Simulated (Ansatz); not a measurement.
CuI in the zinc blende structure (space group F-43m, No. 216)

```cif
data_CuI
_chemical_formula_sum 'I1 Cu1'
_space_group_name_H-M_alt 'P 1'
_space_group_IT_number 1
_cell_length_a 4.29874
_cell_length_b 4.29874
_cell_length_c 4.29874
_cell_angle_alpha 60.000
_cell_angle_beta 60.000
_cell_angle_gamma 60.000
loop_
_space_group_symop_operation_xyz
  'x, y, z'
loop_
_atom_site_label
_atom_site_type_symbol
_atom_site_fract_x
_atom_site_fract_y
_atom_site_fract_z
_atom_site_occupancy
I1 I 0.75000 0.75000 0.75000 1
Cu1 Cu 0.00000 0.00000 0.00000 1
```

Level of theory: PBE/PAW in Ansatz (a first-principles code), no spin-orbit coupling. k-mesh 9×9×9 (Γ-centred); smearing 0.05 eV (Fermi–Dirac).

| Quantity | Result |
|---|---|
| Volume per atom | 28.09 Å³ |
| Density | 5.63 g/cm³ |
| Band gap | 1.10 eV, direct at Γ |
| Electron mass | 0.15 mₑ |
| Hole mass (degenerate bands, along [100]) | 0.22, 0.75, 0.75 mₑ |
| Lowest conduction-band minima above the VBM | Γ 1.10 eV; L along ⟨111⟩ 2.13 eV |
| Total energy | -7069.183 eV/atom (σ→0; compares only within this code and set-up) |

With I present, leaving out spin-orbit coupling can change the band edges. Effective masses come from finite differences of ±0.01 Å⁻¹. Whether these cells are dynamically stable was not tested. The final runs are not spin-polarised.
